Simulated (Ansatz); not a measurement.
Input:

```yaml
crystal:
  lattice:
    - [4.90234, 0.00000, 0.00000]
    - [-2.45117, 4.24555, 0.00000]
    - [0.00000, 0.00000, 5.40546]
  atoms:
    - { symbol: Si, position: [0.00000, 0.46848, 0.33333] }
    - { symbol: Si, position: [0.53152, 0.53152, 0.00000] }
    - { symbol: Si, position: [0.46848, 0.00000, 0.66667] }
    - { symbol: O, position: [0.26997, 0.41287, 0.21615] }
    - { symbol: O, position: [0.58713, 0.85710, 0.88281] }
    - { symbol: O, position: [0.73003, 0.14290, 0.45052] }
    - { symbol: O, position: [0.85710, 0.58713, 0.11719] }
    - { symbol: O, position: [0.41287, 0.26997, 0.78385] }
    - { symbol: O, position: [0.14290, 0.73003, 0.54948] }
```

No spin polarisation.

The values are results of LDA (Ansatz, a program for electronic structure; PAW; 420 eV plane waves; without spin-orbit coupling), not measurements. Settings: 8×8×6 k-points, 0.05 eV Fermi–Dirac smearing.

Task: Predict the gap character, electron mass and space group.

Result: 
* **Gap character**: indirect, K → Γ
* **Electron mass**: 0.50 mₑ (at Γ)
* **Space group**: P3_221 (No. 154)

The cells carry an imposed strain or load. Masses are band curvatures over ±0.01 Å⁻¹ around the edge. No phonon test of stability was made. The cell was made from SiO$_{2}$ (space group P3_221, No. 154) by this change: isotropic strain +0.75 %.
